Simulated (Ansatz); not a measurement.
# C: pressure 10 GPa

Base system: C in the diamond structure (space group Fd-3m, No. 227; a = 3.560 Å).

It is then changed as follows: a hydrostatic pressure of 10 GPa.

Computed with r2SCAN (Ansatz, a quantum-chemistry and plane-wave program), no spin-orbit coupling. k-mesh 16×16×16 (Γ-centred); smearing 0.05 eV (Fermi–Dirac).

* **Volume per atom**: 5.52 Å³ (base 5.64 Å³)
* **Density**: 3.61 g/cm³ (base 3.54 g/cm³)
* **Shortest interatomic distance**: 2.893 bohr (base 2.913 bohr)
* **Enthalpy H = E + PV relative to the base's energy**: +0.35 eV/atom
* **Band gap**: 4.41 eV (base 4.36 eV)
* **Gap character**: indirect, Γ → Γ–X (71 % along) (base indirect, Γ → Γ–X (71 % along))
* **Smallest direct gap**: 5.96 eV (base 5.90 eV)
* **Mean gap deformation potential ΔEg/Δln V**: -2.4 eV
* **Width of the top valence band**: 8.94 eV (base 8.75 eV)
* **Electron mass**: 1.9 mₑ along k, 0.27 mₑ across (off the special points) (base 1.8 mₑ along k, 0.28 mₑ across (off the special points))
* **Hole mass (degenerate bands, along [100])**: 0.27, 0.27, 0.48 mₑ (at Γ) (base 0.28, 0.28, 0.47 mₑ (at Γ))

Final structure:

```
CELL_PARAMETERS angstrom
      0.00000     1.76753     1.76753
      1.76753     0.00000     1.76753
      1.76753     1.76753     0.00000
ATOMIC_POSITIONS crystal
  C  0.00000 0.00000 0.00000
  C  0.25000 0.25000 0.25000
```

Load acts through the strain it causes; cell and atoms are relaxed under it. Masses are band curvatures over ±0.01 Å⁻¹ around the edge. Along k means along the line from Γ to the band edge. Whether these cells are dynamically stable was not tested. Competing high-pressure phases were not computed.
